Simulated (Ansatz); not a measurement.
Hypothetical rock salt BeTe, pressure series

The reference is BeTe in the rock salt structure (space group Fm-3m, No. 225; a hypothetical phase, not in the database extracts checked).

BeTe is taken in the cubic space group Fm-3m (No. 225), the rock salt structure, Pearson symbol cF8. Lattice parameters: a = b = c = 5.370 Å, α = β = γ = 90.00°. Te on 4a sees 6 Be at 2.685 Å (octahedral). Be on 4b has 6 Te at 2.685 Å (octahedral). (Neighbours: up to the widest gap in distance over summed covalent radii, below 1.35, at either atom; cation-cation and far metal-metal contacts left out.)
(The calculation used a cell of 2 atoms; values per cell refer to that cell.)

Cell and atoms are relaxed at each pressure.

Computed with r2SCAN/PAW in Ansatz (a quantum-chemistry and plane-wave program), no spin-orbit coupling.

Notes on the quantities. enthalpy: H = E + PV relative to the base's energy.

| change | shortest interatomic distance | enthalpy |
|---|---|---|
| base | 5.074 bohr | – |
| pressure −2 GPa | 5.127 bohr | -0.25 eV/atom |
| pressure −1 GPa | 5.100 bohr | -0.12 eV/atom |
| pressure 3 GPa | 5.006 bohr | +0.35 eV/atom |
| pressure 7 GPa | 4.930 bohr | +0.81 eV/atom |
| pressure 15 GPa | 4.811 bohr | +1.66 eV/atom |
| pressure 30 GPa | 4.651 bohr | +3.13 eV/atom |
| pressure 50 GPa | 4.503 bohr | +4.90 eV/atom |
| pressure 75 GPa | 4.369 bohr | +6.91 eV/atom |
| pressure 100 GPa | 4.266 bohr | +8.77 eV/atom |

Load acts through the strain it causes; cell and atoms are relaxed under it. Stability against distortions was not tested. Competing high-pressure phases were not computed. The final runs are not spin-polarised.
